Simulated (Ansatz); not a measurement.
Start from Ca(OH)2 (space group P-3m1, No. 164; a = 3.5612 Å, c = 4.7677 Å; layered).

The values are results of PBEsol/PAW in Ansatz (a quantum-chemistry and plane-wave program), no spin-orbit coupling, not measurements.

One change was made to it. Results:

```
quantity              base        after
-------------  -----------  -----------
density         2.35 g/cm³   2.39 g/cm³
gap character  direct at Γ  direct at Γ
```

**Question.** What was done to the base?
A) pressure 0.7 GPa
B) pressure 10 GPa
C) pressure 3 GPa
D) pressure −1 GPa
E) pressure 5 GPa

**Answer.** A, pressure 0.7 GPa. For comparison, the density in the other runs: pressure 3 GPa gives 2.51 g/cm³; pressure 10 GPa gives 2.76 g/cm³; pressure −1 GPa gives 2.27 g/cm³; pressure 5 GPa gives 2.59 g/cm³.

Load acts through the strain it causes; cell and atoms are relaxed under it. Whether these cells are dynamically stable was not tested. Competing high-pressure phases were not computed. No dispersion term is included in the PBEsol runs.
